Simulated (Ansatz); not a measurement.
**Question.** Name crystals whose electron conductivity mass lies between 0.25 and 0.39 mₑ and whose Seebeck coefficient, p-type 1e19 cm⁻³ lies between 340 and 540 μV/K, by r2SCAN, rigid bands (Ansatz, a program for electronic structure).

**Answer.** Many crystals can fit; among those computed here:
- MgS (Fm-3m): 0.37 mₑ, 454 μV/K
- SiC (P6_3mc): 0.36 mₑ, 410 μV/K
- BN (F-43m): 0.38 mₑ, 395 μV/K
- KMgH3 (Pm-3m): 0.38 mₑ, 369 μV/K
- SiC (F-43m): 0.30 mₑ, 437 μV/K

Masses are for dilute carriers at 300 K, harmonic means over directions unless an axis is named. Seebeck coefficients are for the stated density at 300 K, with one relaxation time for all states and whether or not that doping can be reached. Spin-orbit coupling is left out.

Formula and space group known from diffraction (Crystallography Open Database), not checked to be the room-temperature form: KMgH3 (Pm-3m).
